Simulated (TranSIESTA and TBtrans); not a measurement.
Junction: hexatriyne-1,6-diyl held by thiolate S between the apex atoms of two Al(100) rods. Leads: fcc Al rod along [100], layers of 5 and 4 atoms, a = 4.04 Å. Geometry: as built, not relaxed. Transport runs along z; the first 18 and the last 18 of the 77 atoms are the lead cells, repeated to infinity.

```xyz
77
Lattice="14.213 0.000 0.000 0.000 14.213 0.000 0.000 0.000 43.438" Properties=species:S:1:pos:R:3 pbc="F F T"
Al     7.107     7.107     0.000
Al     9.963     7.107     0.000
Al     7.107     9.963     0.000
Al     4.250     7.107     0.000
Al     7.107     4.250     0.000
Al     8.535     8.535     2.020
Al     5.678     8.535     2.020
Al     8.535     5.678     2.020
Al     5.678     5.678     2.020
Al     7.107     7.107     4.040
Al     9.963     7.107     4.040
Al     7.107     9.963     4.040
Al     4.250     7.107     4.040
Al     7.107     4.250     4.040
Al     8.535     8.535     6.060
Al     5.678     8.535     6.060
Al     8.535     5.678     6.060
Al     5.678     5.678     6.060
Al     7.107     7.107     8.080
Al     9.963     7.107     8.080
Al     7.107     9.963     8.080
Al     4.250     7.107     8.080
Al     7.107     4.250     8.080
Al     8.535     8.535    10.100
Al     5.678     8.535    10.100
Al     8.535     5.678    10.100
Al     5.678     5.678    10.100
Al     7.107     7.107    12.120
Al     9.963     7.107    12.120
Al     7.107     9.963    12.120
Al     4.250     7.107    12.120
Al     7.107     4.250    12.120
Al     8.535     8.535    14.140
Al     5.678     8.535    14.140
Al     8.535     5.678    14.140
Al     5.678     5.678    14.140
Al     7.107     7.107    16.160
S      6.777     9.142    17.180
C      6.959     8.439    18.786
C      7.084     7.958    19.884
C      7.230     7.395    21.170
C      7.355     6.914    22.268
C      7.501     6.351    23.554
C      7.625     5.871    24.653
S      7.808     5.168    26.259
Al     7.107     7.107    27.278
Al     8.535     8.535    29.298
Al     5.678     8.535    29.298
Al     8.535     5.678    29.298
Al     5.678     5.678    29.298
Al     7.107     7.107    31.318
Al     9.963     7.107    31.318
Al     7.107     9.963    31.318
Al     4.250     7.107    31.318
Al     7.107     4.250    31.318
Al     8.535     8.535    33.338
Al     5.678     8.535    33.338
Al     8.535     5.678    33.338
Al     5.678     5.678    33.338
Al     7.107     7.107    35.358
Al     9.963     7.107    35.358
Al     7.107     9.963    35.358
Al     4.250     7.107    35.358
Al     7.107     4.250    35.358
Al     8.535     8.535    37.378
Al     5.678     8.535    37.378
Al     8.535     5.678    37.378
Al     5.678     5.678    37.378
Al     7.107     7.107    39.398
Al     9.963     7.107    39.398
Al     7.107     9.963    39.398
Al     4.250     7.107    39.398
Al     7.107     4.250    39.398
Al     8.535     8.535    41.418
Al     5.678     8.535    41.418
Al     8.535     5.678    41.418
Al     5.678     5.678    41.418
```

Run with TranSIESTA and TBtrans (open boundaries, self-consistent; PseudoDojo norm-conserving potentials, scalar-relativistic): PAO.BasisSize SZP, PAO.EnergyShift 0.15 eV, XC.Authors PBE, Mesh.Cutoff 150 Ry, ElectronicTemperature 300 K, TS.Voltage 0.0 eV, TBT.Elecs.Eta 0.001 eV, no spin polarisation.

Energies count from the leads' Fermi level. Transmissions are for one spin of a degenerate pair. The energy step is 0.02 eV; narrower resonances are cut or missed.

```csv
E (eV),T
-0.20,0.0229
-0.16,0.0226
-0.12,0.0225
-0.08,0.0226
-0.04,0.0230
0.00,0.0236
0.04,0.0258
0.08,0.0282
0.12,0.0299
0.16,0.0314
0.20,0.0330
```

Question: Give the zero-bias conductance in μS and the resistance at 300 K.

Answer: At the Fermi level T = 0.0236. Averaged with −∂f/∂E over the full grid (kT = 25.9 meV) it is 0.0243. With G0 = 2e²/h = 77.48 μS, G = 1.88 μS and R = 1/G = 532 kΩ.

Question: Estimate the thermopower by Mott's formula S = −(π²/3)(kB²T/e) d ln T/dE from the rows at -0.04 and 0.04 eV.

Answer: d ln T/dE = 1.44 eV⁻¹ and (π²/3) kB²T/e = 7.33 μV/K · eV, so S = -11 μV/K; the full integral gives -9.9 μV/K. A negative sign means that T rises with energy over the thermal window.

Question: The eigenchannels at the Fermi level transmit 0.0215, 0.00215. What Fano factor of the shot noise follows at low temperature and bias?

Answer: F = Σ τ(1 − τ)/Σ τ = 0.0232/0.0236 = 0.98.

The leads' channel count changes near 0.03 eV, within the thermal window, so values at the Fermi level hang on where that band edge falls. Semilocal functionals put molecular levels too close to the Fermi level and tend to overestimate such conductances.
